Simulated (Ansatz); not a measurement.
Consider PbS in the rock salt structure (space group Fm-3m, No. 225; a = 5.974 Å).

Computed with r2SCAN (Ansatz, a quantum-chemistry and plane-wave program, PAW, scalar-relativistic without spin-orbit coupling).

Carriers are added at fixed cell with a uniform background; the Fermi–Dirac width is that of 300 K.

One change was made to it. Results:

```tsv
quantity	base	after
Fermi level relative to the doped band's edge (positive inside the band; to 0.05 eV)	–	+0.60 eV
gap between the host's bands	0.69 eV	0.67 eV
gap character	direct at L	direct at L
```

Q: Which change produced these results?
A. holes 1.5×10^21 cm⁻³
B. holes 1.0×10^22 cm⁻³
C. electrons 1.5×10^21 cm⁻³

A: C, electrons 1.5×10^21 cm⁻³. For comparison, the gap between the host's bands in the other runs: holes 1.5×10^21 cm⁻³ gives 0.73 eV; holes 1.0×10^22 cm⁻³ gives 0.98 eV.

Carriers are added with a uniform compensating background; total energy and stress of such cells depend on the potential's zero and are not compared; many-body gap narrowing is missing at this level. Spin-orbit coupling, missing from the scalar runs, can matter with Pb. Stability against distortions was not tested.
